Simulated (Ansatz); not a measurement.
Input:

```xyz
2
Lattice="0.0000 3.0106 2.8575 3.0106 0.0000 2.8575 3.0106 3.0106 0.0000" Properties=species:S:1:pos:R:3 pbc="T T T"
In     0.0000     0.0000     0.0000
P      1.5053     1.5053     1.4288
```

All values below come from r2SCAN with spin-orbit coupling, rigid bands (plane waves, PAW; Ansatz, a quantum-chemistry and plane-wave program). Condition of this run: biaxial stress in (001) of -2 GPa (compression positive) (the target of the relaxation). How the cell was made: cell and atoms relaxed with PBEsol, then loaded as said.

Q: Predict the hole conductivity mass (n e² τ/σ) at 300 K, by direction if it differs.

A: 0.48 (x), 0.48 (y), 0.178 (z) mₑ.

Q: Predict the electron conductivity mass (n e² τ/σ) at 300 K, by direction if it differs.

A: 0.084 (x), 0.084 (y), 0.075 (z) mₑ.

Q: And the band gap?

A: 0.83 eV at this level; semilocal functionals usually fall short of the measured gap.

Rigid bands, one relaxation time for all states, no polarons. Geometry: cell and atoms relaxed with PBEsol.
